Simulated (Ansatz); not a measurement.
System: MoPt2 (Immm, No. 71). Method: LDA (Ansatz, a program for electronic structure, plane waves, PAW).

Numerical settings: plane-wave cutoff 520 eV, 24×24×24 k mesh, Fermi–Dirac smearing 0.05 eV, no spin polarisation, scalar-relativistic PAW data made under PBE.

Cell (relaxed at this level):

```
MoPt2
1.0
   -1.36521     1.95425     4.10792
    1.36521    -1.95425     4.10792
    1.36521     1.95425    -4.10792
Mo Pt
1 2
Direct
  0.00000   0.00000   0.00000
  0.66342   0.66342   0.00000
  0.33658   0.33658   0.00000
```

**Question.** Estimate the bulk modulus B0 and pressure derivative B′ of the bulk modulus that the calculation returns.

**Answer.** 
bulk modulus B0: 322 GPa
pressure derivative B′ of the bulk modulus: 5.0

The run finds no gap.

Note: the relaxation could not lower the start's symmetry, so the cell can be a saddle point above a distorted one; the bulk modulus comes from volumes at which shape and atoms were relaxed.

Spin–orbit coupling is not included.

Computed values are for the static lattice.
